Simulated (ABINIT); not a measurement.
A self-consistent single point of SnP3 (R-3m, 8 atoms in the cell) with ABINIT.

Method: PBEsol, norm-conserving pseudopotentials (PseudoDojo nc-sr-04 PBEsol standard) (plane waves; ABINIT 10.0.3).

The change in words: lattice scaled by 0.98. Reference geometry:
```
SnP3
1.0
    3.77964     2.18218     3.69964
   -3.77964     2.18218     3.69964
    0.00000    -4.36435     3.69964
Sn P
2 6
Direct
  0.74595   0.74595   0.74595
  0.25405   0.25405   0.25405
  0.20089   0.20089   0.74082
  0.79910   0.79910   0.25918
  0.74082   0.20089   0.20089
  0.25918   0.79910   0.79910
  0.20089   0.74082   0.20089
  0.79910   0.25918   0.79910
```

Reference input (self-consistent single point, DFT, PBEsol, plane waves, norm-conserving pseudopotentials (PseudoDojo nc-sr-04 PBEsol standard)): pseudos = [Sn.upf, P.upf]; ecut = 980 eV; occopt = 7; tsmear = 0.00367493 Ha; ngkpt = 4 4 4; nshiftk = 1; shiftk = 0 0 0; potentials = PseudoDojo nc-sr-04 PBEsol standard; nband = 37; kptopt = 1; nstep = 60; toldfe = 1e-09 Ha. This run's input differs from it in these lines:

```diff
@@ -3,7 +3,7 @@
 pseudos "Sn.upf, P.upf"
-acell 10.8119583464 10.8119583464 10.8119583464
+acell 10.5957185312 10.5957185312 10.5957185312
 rprim
-         0.6606100405    0.3814033529    0.6466265203
-        -0.6606100405    0.3814033529    0.6466265203
-         0.0000000000   -0.7628068012    0.6466264641
+         0.6606100481    0.3814033243    0.6466265294
+        -0.6606100481    0.3814033243    0.6466265294
+         0.0000000000   -0.7628068430    0.6466264147
 natom 8
@@ -13,10 +13,10 @@
 xcart
-         0.0000000000   -0.0000004067    8.2792304226
-         0.0000000000   -0.0000001385    2.8196775774
-         0.0000000000   -2.3564243972    4.2272409742
-         0.0000000000    2.3564238520    6.8716670258
-         2.0407232102    1.1782118871    4.2272411478
-        -2.0407232102   -1.1782124323    6.8716668522
-        -2.0407232102    1.1782118871    4.2272411478
-         2.0407232102   -1.1782124323    6.8716668522
+         0.0000000000   -0.0000008134    8.1136451876
+         0.0000000000   -0.0000002770    2.7632838125
+         0.0000000000   -2.3092960064    4.1426957167
+         0.0000000000    2.3092949159    6.7342332833
+         1.9999086467    1.1546473802    4.1426960640
+        -1.9999086467   -1.1546484706    6.7342329360
+        -1.9999086467    1.1546473802    4.1426960640
+         1.9999086467   -1.1546484706    6.7342329360
       Angstrom
```

Log, with long lists cut:

```
--- !BeginCycle
solver: {iscf: 7, nstep: 60, nline: 4, wfoptalg: 0, }
tolerances: {toldfe: 1.00E-09, }
...

     iter   Etot(hartree)      deltaE(h)  residm     vres2
 ETOT  1  -196.82768460253    -1.968E+02 6.078E-01 5.506E+02
 ETOT  2  -198.83614602896    -2.008E+00 2.755E-02 1.855E+02
 ETOT  3  -198.85638389639    -2.024E-02 4.727E-03 1.246E+01
 ETOT  4  -198.85773929233    -1.355E-03 2.061E-03 4.346E-01
 ETOT  5  -198.85778702382    -4.773E-05 1.295E-03 4.598E-02
   [... 2 lines left out ...]
 ETOT  8  -198.85779290938    -7.494E-08 4.027E-04 4.995E-05
 ETOT  9  -198.85779291439    -5.002E-09 1.006E-04 8.507E-07
 ETOT 10  -198.85779291449    -1.066E-10 1.020E-04 1.808E-08
 ETOT 11  -198.85779291449     2.274E-12 5.381E-05 8.293E-10
 At SCF step   11, etot is converged :
  for the second time, diff in etot=  2.274E-12 < toldfe=  1.000E-09

 Cartesian components of stress tensor (hartree/bohr^3)
  sigma(1 1)=  6.69951276E-05  sigma(3 2)= -1.29839542E-12
  sigma(2 2)=  6.69951276E-05  sigma(3 1)=  0.00000000E+00
  sigma(3 3)=  7.78588822E-05  sigma(2 1)=  0.00000000E+00

 ----iterations are completed or convergence reached----

 reduced coordinates (array xred) for    8 atoms
       0.745950003298      0.745950003298      0.745950003345
       0.254050001116      0.254050001116      0.254050001163
       0.200895000894      0.200895000894      0.740820003295
       0.799105003520      0.799105003520      0.259180001212
       0.740820003249      0.200895000894      0.200895000941
       0.259180001166      0.799105003520      0.799105003567
   [... lines left out ...]
 Fermi (or HOMO) energy (hartree) =   0.17303   Average Vxc (hartree)=  -0.36919
   [... lines left out ...]
total_energy        : -1.98857792914491E+02
total_energy_eV     : -5.41119573654860E+03
band_energy         : -1.43462874439933E+01
...

-Cartesian components of stress tensor (GPa)         [Pressure= -2.0776E+00 GPa]
- sigma(1 1)=  1.97106437E+00  sigma(3 2)= -3.82001056E-08
- sigma(2 2)=  1.97106437E+00  sigma(3 1)=  0.00000000E+00
- sigma(3 3)=  2.29068702E+00  sigma(2 1)=  0.00000000E+00

 Calculation completed.
```

The run converged in 11 iterations. Against the reference run the free energy falls by 33.4 meV/atom, the pressure goes from -5.69 to -2.08 GPa and the largest force goes from 0.291 to 0.226 eV/Å.

The starting cell comes from a database of computed structures (which also holds hypothetical and non-ambient phases and stackings), without a prior relaxation at this level. Its lattice was rescaled by a random factor within 2.5 % of one. For this run, on top of that: lattice scaled by 0.98. The run gives no clean gap (levels at the Fermi energy touch, overlap or are partly filled at this smearing), which alone does not show that the compound is a metal.

Cost on one core of a shared machine: roughly 9 min.
